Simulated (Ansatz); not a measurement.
The parent structure is SnS in the zinc blende structure (space group F-43m, No. 216; a = 6.416 Å; a cell from a computed database, its experimental status unchecked).

Modification: hydrostatic tension (pressure −2 GPa).

Levels (all Ansatz, a quantum-chemistry and plane-wave program, PAW): PBEsol (420 eV, without spin-orbit coupling); PBEsol+SOC (420 eV, with spin-orbit coupling).

The geometry is relaxed with PBEsol.

| Property | Value |
|---|---|
| PBEsol band gap | 0.11 eV |
| PBEsol gap character | indirect, W → X |
| PBEsol pressure | -2.00 GPa |

### Question
What does PBEsol+SOC give at this geometry for the band gap, gap character and pressure?

### Answer
The band gap decreases by 0.03 eV, from 0.11 eV to 0.08 eV; the gap character remains indirect, W → X; the pressure is nearly the same (-2.00 GPa against -2.02 GPa).

Single points use the geometry relaxed with PBEsol. The spin-orbit shifts are approximate. Load acts through the strain it causes; cell and atoms are relaxed under it. Whether these cells are dynamically stable was not tested. The runs without spin-orbit coupling are not spin-polarised. A zero or small gap of SnS can be the functional's error rather than a property of the material.
